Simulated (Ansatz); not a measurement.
Results of HSE06 (plane waves, PAW; Ansatz, a quantum-chemistry and plane-wave program) for C11b WSi₂.

Run with plane-wave cutoff 500 eV, 12×12×12 k mesh, Fermi–Dirac smearing 0.05 eV, no spin polarisation, scalar-relativistic PAW data made under PBE.

Computed at the level's own relaxed cell.

**Question.** What does this level give for the volume per atom, equilibrium lattice constant a and c axis length?

**Answer.** 
- volume per atom: 13.36 Å³/atom
- equilibrium lattice constant a: 3.205 Å
- c axis length: 7.800 Å

Measured, for comparison: lattice constant a 3.214 Å, lattice parameter c 7.831 Å (temperature not stated, not corrected to a static lattice; as tabulated in Pavlosiuk et al. (2022), arXiv:2202.05362). Computed (rounded) less measured: lattice constant a -0.3 %, lattice parameter c -0.4 %. A static lattice is as a rule a little smaller and stiffer than an uncorrected measurement, which narrows the difference in the lattice parameter c and would widen misses of the other sign.

Note: exact exchange on metals is sensitive to the k mesh and can open a false gap; the run warned that the count of filled bands differs between k points.

Spin–orbit coupling is not included.

The computed numbers hold no vibrational or temperature effects.

The result took very roughly 28 core-minutes.
